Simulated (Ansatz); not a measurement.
System: Sr vacancy in rock-salt SrO (charge state -2). The step: one Sr atom jumps into the vacancy from a nearby Sr site; the atom moves 3.45 Å along (0.00, -0.47, -0.47) of the unit cell; the moving atom starts with neighbours 2 O at 2.54, 2 O at 2.59, 2 O at 2.68 Å and ends with 2 O at 2.53, 2 O at 2.59, 2 O at 2.68 Å. DFT values are from Ansatz (plane-wave PAW, 420 eV unless said) in a cell of 64 host sites, spin-restricted, static, with no finite-size correction. The charge state is imposed; whether it is stable for some Fermi level was not computed. Forms of the defect that were not tried may lie lower. For the PBE band: the saddle point's order was not checked, and it lies on a symmetry element of the cell, where a band can be held.

| Level | Forward barrier (eV) | Cost of the band or of the saddle's single point |
|---|---|---|
| CHGNet universal potential (has no charge state), its own band | 1.69 | - |
| PBE, the Γ point alone, band relaxed | 1.65 | roughly 13 core-minutes |
| PBE, a 2×2×2 k-point mesh shifted by half a step, same geometries | 1.81 | roughly 2.1 core-minutes |
| r2SCAN at 500 eV, the Γ point alone, same geometries | (withheld) | roughly 50 core-seconds |

What belongs in the gaps?


- r2SCAN at 500 eV, the Γ point alone, same geometries, Forward barrier (eV): 1.73

Ansatz is a first-principles code.
